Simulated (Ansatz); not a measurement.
Data:

```
CELL_PARAMETERS angstrom
      2.97472     0.00000     0.00000
      1.48736     2.57619     0.00000
      1.48736    -0.85873     2.31657
ATOMIC_POSITIONS crystal
  Ag 0.00000 0.00000 0.00000
```

No spin polarisation.

Calculations: r2SCAN (Ansatz, a first-principles code, PAW, no SOC). Γ-centred 28×28×28 mesh, Fermi–Dirac width 0.1 eV.

What band gap does the calculation give?

Zero.

Estimate the mean in-plane stress (compression positive).

-3.4 GPa.

The cells carry an imposed strain or load. Stability against distortions was not tested. The cell was made from Ag in the fcc (Cu type) structure (space group Fm-3m, No. 225) by this change: biaxial strain +2.50 %, plane normal [111], relaxed out of plane.
